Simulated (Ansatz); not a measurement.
Base system: WSi$_{2}$ (space group I4/mmm, No. 139; a = 3.2024 Å, c = 7.8177 Å; relaxed with 0.1 eV smearing). Axes: x, y, z lie along a, b, c of the conventional cell.

Structures relaxed with PBEsol (Ansatz, a program for electronic structure), no spin-orbit coupling.

Base:

Simulated powder pattern, Mo Kα, λ = 0.71073 Å (kinematic, ideal powder, no thermal factors, no anomalous dispersion; the 8 strongest lines at most, above 2 %, up to 2θ = 40°):

```tsv
2θ (°)	I/Imax (%)	hkl
10.43	48	(002)
13.77	100	(101)
18.06	62	(110)
20.25	91	(103)
20.90	36	(112)
25.65	24	(200)
29.22	28	(211)
32.90	45	(213)
```

After one change:

Simulated powder pattern, Mo Kα, λ = 0.71073 Å (kinematic, ideal powder, no thermal factors, no anomalous dispersion; the 8 strongest lines at most, above 2 %, up to 2θ = 40°):

```tsv
2θ (°)	I/Imax (%)
10.43	75
13.49	82
13.77	78
17.84	100
20.05	73
20.25	71
20.71	58
32.39	37
```

Which change produced these results?
(A) uniaxial strain ε_xx = +2.50 %
(B) uniaxial strain ε_xx = −1.50 %
(C) uniaxial strain ε_xx = −2.00 %
(D) uniaxial strain ε_xx = −1.00 %

A, uniaxial strain ε_xx = +2.50 %. Its volume per atom is 13.70 Å³ against 13.36 Å³, and its space group is Immm (No. 71).

Stability against distortions was not tested. All final runs are without spin polarisation.
